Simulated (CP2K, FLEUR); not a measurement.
A FLEUR input for a self-consistent single point of Li (Im-3m, 1 atom in the cell) (DFT, LDA (Perdew-Zunger), all-electron FLAPW (FLEUR), scalar-relativistic valence):

Input of the input generator:

```
Li
&input film=f /
-0.5773502692 0.5773502692 0.5773502692
0.5773502692 -0.5773502692 0.5773502692
0.5773502692 0.5773502692 -0.5773502692
5.7115623971
1.0 1.0 1.0

1
3 0.0000000000 0.0000000000 0.0000000000

&comp jspins=1 /
&exco xctyp='pz' /
&kpt div1=11 div2=11 div3=11 /
&end /
```

```xml
<?xml version="1.0" encoding="UTF-8" standalone="no"?>
<fleurInput fleurInputVersion="0.39">
   <comment>
      Li                                                                                                  
   </comment>
   <calculationSetup>
      <cutoffs Kmax="3.8" Gmax="11.4" GmaxXC="11.4" numbands="0"/>
      <scfLoop itmax="100" minDistance="0.00001" maxIterBroyd="99" imix="Anderson" alpha="0.05" precondParam="0.0" spinf="2.0"/>
      <coreElectrons ctail="T" frcor="F" kcrel="0" coretail_lmax="0"/>
      <xcFunctional name="pz" relativisticCorrections="F"/>
      <magnetism jspins="1"/>
      <soc l_soc="F" theta="0.0" phi="0.0" spav="F"/>
      <expertModes spex="0" secvar="F"/>
      <geometryOptimization l_f="T" forcealpha="1.0" forcemix="BFGS" epsdisp="0.00001" epsforce="0.00001"/>
      <ldaU l_linMix="F" mixParam="0.05" spinf="1.0"/>
   </calculationSetup>
   <cell>
      <bzIntegration valenceElectrons="1.0" mode="gauss" fermiSmearingEnergy="0.00499791">
         <kPointListSelection listName="default-1"/>
         <!-- k-points included here -->
         <xi:include xmlns:xi="http://www.w3.org/2001/XInclude" href="kpts.xml"> </xi:include>
      </bzIntegration>
      <!-- symmetry operations included here -->
      <xi:include xmlns:xi="http://www.w3.org/2001/XInclude" href="sym.xml"> </xi:include>
      <bulkLattice scale="1.0">
         <bravaisMatrix>
            <row-1>   -3.2975720875182821     3.2975720875182821     3.2975720875182821</row-1>
            <row-2>    3.2975720875182821    -3.2975720875182821     3.2975720875182821</row-2>
            <row-3>    3.2975720875182821     3.2975720875182821    -3.2975720875182821</row-3>
         </bravaisMatrix>
      </bulkLattice>
   </cell>
   <atomSpecies>
      <species name="Lithium (Li)" element="Li" atomicNumber="3">
         <mtSphere radius="2.66" gridPoints="919" logIncrement="0.011"/>
         <atomicCutoffs lmax="10" lnonsphr="8"/>
         <electronConfig flipSpins="F">
            <coreConfig>(1s1/2)</coreConfig>
            <valenceConfig>(2s1/2)</valenceConfig>
            <stateOccupation state="(2s1/2)" spinUp="0.5" spinDown="0.5"/>
         </electronConfig>
         <energyParameters s="2" p="2" d="3" f="4"/>
      </species>
   </atomSpecies>
   <atomGroups>
      <atomGroup species="Lithium (Li)">
         <relPos label="                   1">.0000000000 .0000000000 .0000000000</relPos>
         <force calculate="T" relaxXYZ="TTT"/>
      </atomGroup>
   </atomGroups>
   <output dos="F" band="F" slice="F">
      <checks vchk="F" cdinf="F"/>
      <bandDOS minEnergy="-.5*Htr" maxEnergy="0.5*Htr" sigma="0.015" storeEVData="T"/>
      <vacuumDOS vacdos="F" integ="F" star="F" nstars="0" locx1="0.0" locy1="0.0" locx2="0.0" locy2="0.0" nstm="0" tworkf="0.0"/>
      <unfoldingBand unfoldBand="F" supercellX="1" supercellY="1" supercellZ="1"/>
      <plotting iplot="0" polar="F">
         <plot TwoD="T" vec1="  1.0  0.0  0.0" vec2="  0.0  1.0  0.0" vec3="  0.0  0.0  1.0" zero="  0.0  0.0  0.0" file="plot"/>
      </plotting>
      <chargeDensitySlicing numkpt="0" minEigenval="0.0" maxEigenval="0.0" nnne="0" pallst="F"/>
      <specialOutput eonly="F"/>
      <magneticCircularDichroism mcd="F" energyLo="-10.0" energyUp="0.0"/>
   </output>
  <!-- We include the file relax.xml here to enable relaxations (see documentation) -->
  <xi:include xmlns:xi="http://www.w3.org/2001/XInclude" href="relax.xml"> <xi:fallback/> </xi:include>
</fleurInput>
```

Translate this input to CP2K.

One input that does it (others would too):

```
&GLOBAL
  PROJECT run
  RUN_TYPE ENERGY_FORCE
  PRINT_LEVEL MEDIUM
&END GLOBAL
&FORCE_EVAL
  METHOD Quickstep
  STRESS_TENSOR ANALYTICAL
  &DFT
    BASIS_SET_FILE_NAME BASIS_MOLOPT
    POTENTIAL_FILE_NAME GTH_POTENTIALS
    &QS
      METHOD GPW
      EPS_DEFAULT 1E-10
    &END QS
    &MGRID
      CUTOFF 400
      REL_CUTOFF 50
      NGRIDS 4
    &END MGRID
    &SCF
      SCF_GUESS ATOMIC
      EPS_SCF 1E-6
      MAX_SCF 100
      ADDED_MOS 4
      &DIAGONALIZATION
        ALGORITHM STANDARD
      &END DIAGONALIZATION
      &MIXING
        METHOD BROYDEN_MIXING
        ALPHA 0.3
        NBUFFER 8
        BETA 1.5
      &END MIXING
      &SMEAR ON
        METHOD GAUSSIAN
        SIGMA [eV] 0.136
      &END SMEAR
    &END SCF
    &KPOINTS
      SCHEME MONKHORST-PACK 11 11 11
    &END KPOINTS
    &XC
      &XC_FUNCTIONAL PADE
      &END XC_FUNCTIONAL
    &END XC
    &PRINT
      &MO
        EIGENVALUES T
        OCCUPATION_NUMBERS T
        NDIGITS 8
        FILENAME mo
        &EACH
          QS_SCF 0
        &END EACH
        ADD_LAST NUMERIC
      &END MO
      &MULLIKEN ON
      &END MULLIKEN
    &END PRINT
  &END DFT
  &SUBSYS
    &CELL
      A 3.02242900 0.00000000 0.00000000
      B -1.00747600 2.84957300 0.00000000
      C -1.00747600 -1.42478700 2.46780300
      PERIODIC XYZ
    &END CELL
    &COORD
      SCALED
      Li       0.00000000     0.00000000     0.00000000
    &END COORD
    &KIND Li
      BASIS_SET DZVP-MOLOPT-SR-GTH-q3
      POTENTIAL GTH-PADE-q3
    &END KIND
  &END SUBSYS
  &PRINT
    &FORCES ON
    &END FORCES
    &STRESS_TENSOR ON
    &END STRESS_TENSOR
  &END PRINT
&END FORCE_EVAL
```

Basis, cutoffs, solver keys and any potentials are the target program's own. This input uses DFT LDA (Pade form), GPW, DZVP-MOLOPT-SR-GTH basis, GTH-PADE potentials (GTH_POTENTIALS). LDA parametrisations can differ slightly between programs.

The starting cell has typed, rounded lattice constants, without a prior relaxation at this level.
